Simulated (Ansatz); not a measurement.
The parent structure is Hf in the hcp (Mg type) structure (space group P6_3/mmc, No. 194; relaxed with 0.1 eV smearing).

```xyz
2
Lattice="3.1174 0.0000 0.0000 -1.5587 2.6997 0.0000 0.0000 0.0000 4.9501" Properties=species:S:1:pos:R:3 pbc="T T T"
Hf     1.5587     0.8999     3.7126
Hf     0.0000     1.7998     1.2375
```

Cartesian axes are those of the cell as printed.

All numbers come from Kohn–Sham DFT with the LDA functional, run in Ansatz (a quantum-chemistry and plane-wave program) with PAW and 420 eV plane waves, no spin-orbit coupling.

Before the change:

- Pressure = 0.0 GPa

Modification: tensile biaxial strain of 1.50 % in the plane normal to [001], as in epitaxy on a mismatched substrate; the out-of-plane cell vector and the atoms relax.

Task: What happens to the pressure?

Result: The pressure (mean of the normal stresses, compression positive) goes from zero to -2.0 GPa.

Task: What does the calculation give for the out-of-plane strain after the change?

Result: The out-of-plane strain is -1.09 %.

No phonon test of stability was made. All final runs are without spin polarisation.
